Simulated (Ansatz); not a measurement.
# Response to strain in CsPbBr3

Start from CsPbBr$_{3}$ in the cubic perovskite structure (space group Pm-3m, No. 221).

```yaml
crystal:
  lattice:
    - [5.87207, 0.00000, 0.00000]
    - [0.00000, 5.87207, 0.00000]
    - [0.00000, 0.00000, 5.87207]
  atoms:
    - { symbol: Cs, position: [0.00000, 0.00000, 0.00000] }
    - { symbol: Pb, position: [0.50000, 0.50000, 0.50000] }
    - { symbol: Br, position: [0.50000, 0.00000, 0.50000] }
    - { symbol: Br, position: [0.00000, 0.50000, 0.50000] }
    - { symbol: Br, position: [0.50000, 0.50000, 0.00000] }
```

Cartesian axes are those of the cell as printed.

Strains are applied to the cell and any free atomic positions relax; under biaxial strain the out-of-plane vector relaxes too.

The values are results of Ansatz (a quantum-chemistry and plane-wave program) PBEsol, scalar-relativistic without spin-orbit coupling, not measurements.

Candidates:
(a) biaxial strain +2.50 %, plane normal [111], relaxed out of plane
(b) biaxial strain +1.50 %, plane normal [111], relaxed out of plane
(c) biaxial strain +0.50 %, plane normal [111], relaxed out of plane

Order them by out-of-plane strain, highest first.

(c) biaxial strain +0.50 %, plane normal [111], relaxed out of plane (-0.70 %), (b) biaxial strain +1.50 %, plane normal [111], relaxed out of plane (-2.08 %), (a) biaxial strain +2.50 %, plane normal [111], relaxed out of plane (-3.38 %)

No phonon test of stability was made. Many cubic perovskites are stable only at high temperature; tilts and polar distortions were not tested. This is not the structure that CsPbBr3 has at room temperature and ambient pressure.
